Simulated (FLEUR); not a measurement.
Worked example: self-consistent single point of HfPd (Pm-3m, 2 atoms in the cell) in FLEUR.

Method: PBEsol, all-electron FLAPW (FLEUR), scalar-relativistic valence run with FLEUR.

The change in words: lattice scaled by 0.98. Reference geometry:
```
CELL_PARAMETERS angstrom
      3.30558     0.00000     0.00000
      0.00000     3.30558     0.00000
      0.00000     0.00000     3.30558
ATOMIC_POSITIONS crystal
  Hf 0.00000 0.00000 0.00000
  Pd 0.50000 0.50000 0.50000
```

Reference input (self-consistent single point, DFT, PBEsol, all-electron FLAPW (FLEUR), scalar-relativistic valence): Kmax = 4 1/bohr; GmaxXC = 16 1/bohr; xcFunctional = PBEs; jspins = 1; l_soc = F; mode = gauss; fermiSmearingEnergy = 0.00734986 Htr; mesh (inpgen div1-3) = 10 10 10; inpgen gamma flag = true; Gmax = 16 1/bohr; numbands = 0; maxIterBroyd = 40. This run's input differs from it in these lines:

```diff
@@ -6,3 +6,3 @@
 0.0000000000 0.0000000000 1.0000000000
-6.2466408830
+6.1217073095
 1.0 1.0 1.0
@@ -44,5 +44,5 @@
          <bravaisMatrix>
-            <row-1>    6.2466408830000004     0.0000000000000000     0.0000000000000000</row-1>
-            <row-2>    0.0000000000000000     6.2466408830000004     0.0000000000000000</row-2>
-            <row-3>    0.0000000000000000     0.0000000000000000     6.2466408830000004</row-3>
+            <row-1>    6.1217073094999996     0.0000000000000000     0.0000000000000000</row-1>
+            <row-2>    0.0000000000000000     6.1217073094999996     0.0000000000000000</row-2>
+            <row-3>    0.0000000000000000     0.0000000000000000     6.1217073094999996</row-3>
          </bravaisMatrix>
```

The program printed (abridged):

```
 Iteration:     1   Distance:      15.25643866 me/bohr^3
 Iteration:     2   Distance:      12.53614510 me/bohr^3
 Iteration:     3   Distance:       5.99618864 me/bohr^3
 Iteration:     4   Distance:       4.05873317 me/bohr^3
 Iteration:     5   Distance:       4.17546377 me/bohr^3
   [... 8 lines left out ...]
 Iteration:    14   Distance:       0.00044056 me/bohr^3
 Iteration:    15   Distance:       0.00004679 me/bohr^3
 Iteration:    16   Distance:       0.00001740 me/bohr^3
 Iteration:    17   Distance:       0.00000800 me/bohr^3
 Run finished successfully
 Stop message:
   Structural relaxation: Done

[file out, last iteration]
             iter=     18
[...]
          total density-effective poten   -3.4379346507E+04
          total charge density-energy d   -4.4711827929E+02
 Updated energy parameters for spin:           1
[...]
 fermi energy and band-weighting factors:
    1.196604

[...]
FERMIE:
          first approx. to ef    (T=0)  :   0.491379 htr   (energy of the highest occ. eigenvalue)
          number of occ. states  (T=0)  :       1178
          first approx. to seigv (T=0)  : -10.299810 htr
          sum of weights of occ. states :  21.002000
          sum of semicore charge        :   0.000000 e
          fermi energy=   0.49134 har   work function= -13.37003 ev
          number of valence electrons=  42.00000
   [... lines left out ...]
          total moment                 =     0.00000
 Direct bandgap for spin            1 :    1.1960075875124154E-002  Htr
 ---->    free energy=                    -20137.9457757048 htr
   [... lines left out ...]
      extrapolation for T->0
 ---->    total electron energy=          -20137.9457757048 htr
 ***** TOTAL FORCES ON ATOMS *****
 TOTAL FORCE FOR ATOM TYPE=  1  X=  0.000   Y=  0.000   Z=  0.000
                       FX_TOT= 0.000000 FY_TOT= 0.000000 FZ_TOT= 0.000000
 TOTAL FORCE FOR ATOM TYPE=  2  X=  3.061   Y=  3.061   Z=  3.061
                       FX_TOT= 0.000000 FY_TOT= 0.000000 FZ_TOT= 0.000000
 Structural relaxation: Done
```

The run converged in 17 iterations. FLEUR gives forces in its relaxation mode, with a further iteration, so its stop message speaks of a relaxation. Against the reference run the total energy goes up by 16.6 meV/atom.

The starting cell comes from a database of computed structures (which also holds hypothetical and non-ambient phases and stackings), without a prior relaxation at this level. For this run, on top of that: lattice scaled by 0.98. Spin-orbit coupling is off. Spin polarisation is off. Values depend on the basis (sphere radii, cutoffs, local orbitals), which need not be converged. The log's line on a gap gives a spacing of levels on this mesh, which the program prints for metals too.

Cost on one core of a shared machine: roughly 50 s.
